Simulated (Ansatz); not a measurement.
## Rh2Si: pressure series

Consider Rh$_{2}$Si (space group Pnma, No. 62; a = 5.364 Å, b = 3.922 Å, c = 7.391 Å; a cell from a computed database, its experimental status unchecked).

Cell and atoms are relaxed at each pressure.

Level of theory: PBEsol (Ansatz, a quantum-chemistry and plane-wave program, PAW, no SOC).

Notes on the quantities. enthalpy: H = E + PV relative to the base's energy.

| variant | shortest interatomic distance | enthalpy | density |
|---|---|---|---|
| base | 2.397 Å | – | 9.99 g/cm³ |
| pressure −2 GPa | 2.400 Å | -0.16 eV/atom | 9.91 g/cm³ |
| pressure −1 GPa | 2.398 Å | -0.08 eV/atom | 9.95 g/cm³ |
| pressure 0.3 GPa | 2.396 Å | +0.02 eV/atom | 10.01 g/cm³ |
| pressure 0.7 GPa | 2.395 Å | +0.06 eV/atom | 10.02 g/cm³ |
| pressure 1.5 GPa | 2.394 Å | +0.12 eV/atom | 10.05 g/cm³ |
| pressure 3 GPa | 2.392 Å | +0.24 eV/atom | 10.11 g/cm³ |
| pressure 5 GPa | 2.389 Å | +0.40 eV/atom | 10.19 g/cm³ |
| pressure 7.5 GPa | 2.385 Å | +0.60 eV/atom | 10.28 g/cm³ |
| pressure 10 GPa | 2.382 Å | +0.79 eV/atom | 10.36 g/cm³ |

Load acts through the strain it causes; cell and atoms are relaxed under it. Whether these cells are dynamically stable was not tested. No other phases were tried under pressure. The final runs are not spin-polarised.
